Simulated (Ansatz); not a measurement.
The starting structures come from a database of crystals and need not be the phases stable at ambient conditions.

The decay constant κ of evanescent states in the gap governs leakage through a thin film.

Here is the system:

```yaml
crystal:
  lattice:
    - [6.14715, 0.00000, -0.00125]
    - [0.00000, 6.64416, 0.00000]
    - [0.00079, 0.00000, 3.66809]
  atoms:
    - { symbol: Sr, position: [0.63014, 0.75048, 0.00000] }
    - { symbol: Sr, position: [0.36986, 0.25048, 0.00000] }
    - { symbol: H, position: [0.12087, 0.82734, 0.79010] }
    - { symbol: H, position: [0.87913, 0.32734, 0.20990] }
    - { symbol: H, position: [0.12086, 0.82736, 0.20987] }
    - { symbol: H, position: [0.87914, 0.32736, 0.79013] }
    - { symbol: H, position: [0.97010, 0.59862, 0.49997] }
    - { symbol: H, position: [0.02990, 0.09862, 0.50003] }
    - { symbol: H, position: [0.29643, 0.60268, 0.50001] }
    - { symbol: H, position: [0.70357, 0.10268, 0.49999] }
    - { symbol: O, position: [0.21450, 0.87544, 0.99999] }
    - { symbol: O, position: [0.78550, 0.37544, 0.00001] }
    - { symbol: O, position: [0.94286, 0.74279, 0.50000] }
    - { symbol: O, position: [0.05714, 0.24279, 0.50000] }
    - { symbol: O, position: [0.43662, 0.53491, 0.50000] }
    - { symbol: O, position: [0.56338, 0.03491, 0.50000] }
```

Space group of this cell: Pmc2_1. The cell was relaxed by PBE-D3(BJ); by PBEsol its mean pressure is -0.8 GPa.

Transport runs along the normal of the first two printed cell vectors.

The gap is the functional's own. No spin-orbit coupling. Mid-gap values are interpolated on the energy grid.

**Question.** Predict the band gap and the smallest decay constant κ at mid-gap from PBEsol in Ansatz (a quantum-chemistry and plane-wave program).

**Answer.** Gap 4.32 eV on a 6×6×8 mesh; κ = 0.382 1/Å, at the zone centre.
